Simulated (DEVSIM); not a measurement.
Device: double heterostructure, Ge between p- and n-type Si, at 300 K.

```tsv
layer (left to right)	material	thickness (μm)	Nd (cm⁻³)	Na (cm⁻³)	τn (s)	τp (s)
1	Si	0.800	-	9.6e17	3.5e-6	3.5e-6
2	Ge	0.180	6.3e15	-	3.5e-6	3.5e-6
3	Si	0.660	1.7e18	-	3.5e-6	3.5e-6
```

Left contact: ohmic. Right contact: ohmic. Voltage is applied to the left contact. Recombination: SRH at mid-gap, radiative. Mobility is μmin + (μ − μmin)/(1 + (N/Nref)^α).

This is a model device: material constants are rounded textbook-type values typed into the input, and sizes, dopings and lifetimes were drawn at random. Values at 300 K; Nc and Nv go as T^1.5, mobilities as T to minus their exponent, the gap by Varshni's rule with the affinity fixed. The table also holds parameters that only a changed run uses.

| parameter | Si | Ge |
|---|---|---|
| gap (eV) | 1.124 | 0.664 |
| affinity (eV) | 4.05 | 4 |
| permittivity | 11.7 | 16 |
| Nc (cm⁻³) | 2.86e19 | 1.04e19 |
| Nv (cm⁻³) | 3.1e19 | 6e18 |
| μn (cm²/Vs) | 1417 | 3900 |
| μp (cm²/Vs) | 470 | 1900 |
| μn,min | 52 | 150 |
| μp,min | 45 | 100 |
| Nref,n | 9.7e16 | 2.6e17 |
| Nref,p | 2.2e17 | 4e17 |
| αn | 0.68 | 0.56 |
| αp | 0.72 | 0.6 |
| T exponent of μn | 2.3 | 1.66 |
| T exponent of μp | 2.2 | 2.33 |
| B (cm³/s) | 4.7e-15 | 6.4e-14 |
| Cn (cm⁶/s) | 2.8e-31 | 1e-31 |
| Cp (cm⁶/s) | 9.9e-32 | 1e-31 |
| Varshni α (eV/K) | 0.000473 | 0.000477 |
| Varshni β (K) | 636 | 235 |

Model (solved in DEVSIM): 1D drift-diffusion, Boltzmann statistics, complete ionisation; no tunnelling, impact ionisation, image-force lowering or self-heating. Band offsets follow the typed affinities; no thermionic-emission limit at abrupt steps, no polarisation charge.

Base results: potential step across the device at zero bias (V) 0.961; dark forward voltage at 1 A/cm² (V) 0.588; dark forward voltage at 100 A/cm² (V) 0.757.

### Question
What follows from this one change: doping Nd of layer 3 1.7e+18 → 5.1e+17 cm^-3?

### Answer
potential step across the device at zero bias 0.961 → 0.930 V; dark forward voltage at 1 A/cm² little changed (0.587 V); dark forward voltage at 100 A/cm² little changed (0.757 V).

### Question
What follows from this one change: temperature 300 → 400 K?

### Answer
potential step across the device at zero bias 0.961 → 0.850 V; dark forward voltage at 1 A/cm² 0.588 → 0.459 V; dark forward voltage at 100 A/cm² 0.757 → 0.638 V.

### Question
What follows from this one change: doping Na of layer 1 9.6e+17 → 2.9e+18 cm^-3?

### Answer
potential step across the device at zero bias 0.961 → 0.990 V; dark forward voltage at 1 A/cm² 0.588 → 0.581 V; dark forward voltage at 100 A/cm² little changed (0.760 V).

### Question
What follows from this one change: constant mobility in place of the doping-dependent one?

### Answer
potential step across the device at zero bias little changed (0.961 V); dark forward voltage at 1 A/cm² 0.588 → 0.578 V; dark forward voltage at 100 A/cm² 0.757 → 0.732 V.

### Question
What follows from this one change: Auger recombination switched on?

### Answer
potential step across the device at zero bias little changed (0.961 V); dark forward voltage at 1 A/cm² 0.588 → 0.566 V; dark forward voltage at 100 A/cm² 0.757 → 0.727 V.
